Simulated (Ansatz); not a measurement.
Functionals compared on a constructed model of the (100) surface of bcc Fe, ferromagnetic, a pseudomorphic layer of Mg in the host's stacking (bottom of the slab: a bare face, its two planes held), in Ansatz (plane waves, PAW). The structure was relaxed with PBE; the other rows are single points on it. Cutoff 420 eV.

Set-up: 7 atoms, 9.1 Å thick at the start (thin: gaps and levels are the slab's own); mesh 13x13x1; 0.1 eV smearing; dipole correction on; 2 atoms held, the rest relaxed; held to the start's symmetry, so lower structures may exist; spin-polarised, ending with about 13.8 μB a cell; orders that need a larger cell were not tried, no spin-orbit, no U. It is one candidate, not shown to be the stable structure of the face. These notes are the PBE run's.

```
functional  work function of the top face (eV)  magnetic moment of the cell (μB)  rough cost of the single point
----------  ----------------------------------  --------------------------------  ------------------------------
PBE                                       3.48                             13.78                               –
RPBE                                         ?                             14.16  around 90 core-seconds (rough)
```

Task: Some entries are withheld; supply them.

Result: 
- RPBE, work function of the top face (eV): 3.43

Ansatz is a first-principles code.
